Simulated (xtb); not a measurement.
xtb 6.7.1, GFN2-xTB: Fe(OH)(acac)(NH3)2 (CC1=CC(C)=[O]->[Fe](<-[NH3])(<-[NH3])([OH])[O]1), charge 0, multiplicity 5, 25 atoms. The geometry is a generated start, not checked to be a minimum at this level.

| Property | Value |
|---|---|
| run flags | --grad |
| method | GFN2-xTB |
| --acc | 1 (default) |
| --etemp (K) | 300 (default) |
| basis functions | 64 |
| valence electrons | 70 |

```xyz
25

Fe     1.6929     0.5187    -0.0516
O      3.4772     1.2519     0.0353
H      4.2756     1.7346     0.2323
C     -2.1920    -1.6488    -1.4138
C     -1.2397    -0.7997    -0.5813
C     -1.7736    -0.2049     0.5693
C     -1.0858     0.6187     1.4712
C     -1.8689     1.1566     2.6592
O      0.1210     0.9580     1.3940
O     -0.0568    -0.7116    -0.9955
H     -3.2137    -1.5829    -1.0554
H     -2.1504    -1.3252    -2.4528
H     -1.8647    -2.6859    -1.3798
H     -2.8150    -0.3953     0.7788
H     -1.8214     2.2435     2.6557
H     -2.9065     0.8385     2.6431
H     -1.3977     0.8106     3.5775
N      2.5006    -1.8418     0.3672
H      2.0439    -2.4399    -0.3092
H      2.3122    -2.1922     1.2959
H      3.5004    -1.8606     0.2037
N      1.1657     1.7871    -2.1839
H      0.5710     2.5968    -2.0719
H      0.6952     1.1034    -2.7628
H      2.0303     2.0704    -2.6250
```

Charge 0 and multiplicity 5 are set for this test and not shown to be the ground state. GFN-xTB has no spin term: --uhf 4 sets the occupations alone.

One run each on 1 thread. Values of broydamp tried: 0.02, 0.05, 0.1, 0.2, 0.4 (default), 0.6, 0.8, 1.

Task: How does the count of SCC iterations change with broydamp, and where is it least?

Result: Fewest SCC iterations: 0.2 with 14. The count rises to 25 at 0.02. All converge to one solution.

| broydamp | SCC iterations | end |
|---|---|---|
| 0.02 | 25 | same solution |
| 0.05 | 20 | same solution |
| 0.1 | 16 | same solution |
| 0.2 | 14 | same solution |
| 0.4 (default) | 16 | same solution |
| 0.6 | 18 | same solution |
| 0.8 | 20 | same solution |
| 1 | 24 | same solution |
